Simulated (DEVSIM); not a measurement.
Device: Ti/SiO2/n-Ge capacitor, at 250 K.

Layer 1 from the left is SiO2, thickness (nm) 9.90. Layer 2 from the left is Ge, thickness (nm) 750, Nd (cm⁻³) 6.3e17.

Metal gate on the left, work function 4.33 eV. Fixed charge at the semiconductor interface 2.5e11 cm⁻² (in units of +e); no interface traps.

The device is made up for the run: typed textbook-type constants, with dimensions and the other settings drawn at random. Values at 300 K; Nc and Nv go as T^1.5, mobilities as T to minus their exponent, the gap by Varshni's rule with the affinity fixed.

SiO2: gap (eV) 9, affinity (eV) 0.9, permittivity 3.9. Ge: gap (eV) 0.664, affinity (eV) 4, permittivity 16, Nc (cm⁻³) 1.04e19, Nv (cm⁻³) 6e18, Varshni α (eV/K) 0.000477, Varshni β (K) 235.

Q: Estimate by hand the flat-band voltage, the threshold voltage, and compare with a numerical solution.

A: 
- Flat-band voltage: C = 0.349 μF/cm², work-function difference 0.275 V; VFB = φms − qNf/C = 0.16 V; numerical 0.16 V.
- Threshold voltage: φF = 0.293 V, depletion charge √(4εqNφF) = 4.09e-7 C/cm²; VT = VFB − 2φF − Qd/C = -1.60 V; numerical -1.60 V.

Model (solved in DEVSIM): 1D Poisson equation in equilibrium, Boltzmann statistics, complete ionisation; no quantum confinement or tunnelling. Metal contacts follow the ideal Schottky-Mott rule: no Fermi-level pinning, no interface dipoles.
